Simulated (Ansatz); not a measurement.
MgO (Fm-3m) under hydrostatic pressure (compression positive): band gap by PBE, rigid bands (plane waves, PAW, scalar-relativistic; Ansatz, an electronic-structure program). The unloaded cell, whose axes the loads refer to:

```
MgO
1.0
    0.00000     2.10707     2.10707
    2.10707     0.00000     2.10707
    2.10707     2.10707     0.00000
Mg O
1 1
Direct
  0.00000   0.00000   0.00000
  0.50000   0.50000   0.50000
```

```
hydrostatic pressure (compression positive) (GPa)  volume per atom (Å³)  band gap (eV)
-------------------------------------------------  --------------------  -------------
-9                                                                 9.99           4.12
-6                                                                 9.75           4.34
-3                                                                 9.54           4.54
0                                                                  9.35           4.73
3                                                                  9.19           4.91
6                                                                  9.03           5.08
12                                                                 8.75           5.40
18                                                                 8.51              ?
```

Q: Fit a straight line to band gap against the load over the rows given, and predict the row at 18 GPa.

A: The means are x̄ = 0.429 GPa and ȳ = 4.7314; Σ(x − x̄)(y − ȳ) = 19.08 and Σ(x − x̄)² = 313.7, so the slope is 60.8 meV per GPa, and the rows given lie within 38 meV of the line. At 18 GPa the line gives 5.80 eV; the calculation gives 5.70 eV, 1.8 % from it.

Q: With all rows, what volume deformation potential dE_g/d ln V follows?

A: A line through E_g against ln V has the slope -9.9 eV, so the gap opens under compression.

Spin-orbit coupling is left out. Stresses and pressures are the targets of the relaxation. Gaps are resolved to about 0.01 eV. The structure type is held at every load. Geometry: cell and atoms relaxed with PBEsol.
